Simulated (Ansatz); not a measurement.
Functionals compared on a constructed model of the (0001) surface of wurtzite ZnO, Zn-terminated, 2x2 O adatom at H3 (bottom of the slab: 2 H on 4 bottom sites), in Ansatz (plane waves, PAW). The structure was relaxed with PBE; the other rows are single points on it. Cutoff 420 eV (500 eV for r2SCAN).

Set-up: 43 atoms, 13.2 Å thick at the start with caps and adatoms (thin: gaps and levels are the slab's own); mesh 4x4x1; 0.025 eV smearing; dipole correction on; 8 atoms held, the rest relaxed; start symmetry kept, larger cells not searched; no spin, no spin-orbit, no U. It is one candidate, not shown to be the stable structure of the face. These notes are the PBE run's.

| functional | gap of the slab on its k-mesh (eV) | highest filled level below the top vacuum level (eV) | rough cost of the single point |
|---|---|---|---|
| PBE | 0.41 | 5.81 | – |
| r2SCAN | 0.68 | 6.02 | about 5 core-minutes (a rough figure) |

Ansatz is a quantum-chemistry and plane-wave program.
